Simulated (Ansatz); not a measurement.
Re under load (space group P6_3/mmc), PBEsol, DFPT electron-phonon coupling, linearised Boltzmann equation run with Ansatz (an electronic-structure program). Condition of this run: hydrostatic pressure 30 GPa (the target of the relaxation). Phonon-limited resistivity 6.80 μΩ·cm at 300 K along z (a = (2.69, 0.00, 0.00) Å; b = (-1.34, 2.33, 0.00) Å; c = (0.00, 0.00, 4.35) Å), 9.36 μΩ·cm at 400 K, current-weighted mean free path 7.6 nm, Drude plasma energy 9.54 eV.

Question: What Drude relaxation time do resistivity and plasma energy imply?

Answer: ω_p = 1.45e16 s⁻¹, so τ = 1/(ε₀ ω_p² ρ) = 7.91 fs, a damping ħ/τ of 83.3 meV.

Question: Estimate the resistivity of a 80 nm square wire with diffuse walls from ρ ≈ ρ₀(1 + 3ℓ/4d).

Answer: 1 + 0.75 × 7.6/80 = 1.07, so ρ ≈ 7.28 μΩ·cm and a line 1 μm long has 11.4 Ω. The formula is the free-electron limit for d well above ℓ; grain boundaries add to it.

Question: Estimate the electronic thermal conductivity at 300 K by the Wiedemann-Franz law (L₀ = 2.44×10⁻⁸ W·Ω/K²).

Answer: L₀T/ρ = 2.44×10⁻⁸ × 300/(6.80×10⁻⁸) = 108 W/(m·K). Inelastic scattering puts the true Lorenz number somewhat under L₀ near and below the Debye temperature.

A metal at this level (no band gap). Only scattering by harmonic phonons is included (no impurities, grain boundaries, electron-electron scattering or thermal expansion). Spin-orbit coupling is left out, which matters with elements this heavy. Halving the electron mesh (36x36x20) moves the resistivity by up to 3 % at 300 K, the mean free path by up to 4 %. Smearing 0.20 eV; phonons on a 6x6x3 q mesh, which this run doesn't test.
